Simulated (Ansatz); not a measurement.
# CaF2 under a change: electrons 1.5×10^21 cm⁻³

Start from CaF₂ in the fluorite structure (space group Fm-3m, No. 225; a = 5.421 Å).

Modification: 0.0597 electrons added to each cell, a density of 1.5×10^21 cm⁻³, with a uniform compensating background at fixed cell and a 300 K Fermi–Dirac width.

All numbers come from PBEsol, PAW, 420 eV (Ansatz, an electronic-structure program; no spin-orbit coupling). Settings: 19×19×19 k-points, 0.0259 eV Fermi–Dirac smearing.

| quantity | base | changed | shift |
|---|---|---|---|
| gap between the host's bands | 7.25 eV | 7.13 eV | -0.12 eV |
| gap character | indirect, X → Γ | indirect, X → Γ | – |
| valley order (the lowest conduction-band minima on the path, energy above the VBM, named in the base's zone) | Γ 7.25 eV; X along ⟨100⟩ 8.09 eV | Γ 7.13 eV; X along ⟨100⟩ 8.01 eV | – |
| Fermi level relative to the doped band's edge (positive inside the band; to 0.05 eV) | – | +0.75 eV | – |

Carriers are added with a uniform compensating background; total energy and stress of such cells depend on the potential's zero and are not compared; many-body gap narrowing is missing at this level. Stability against distortions was not tested.
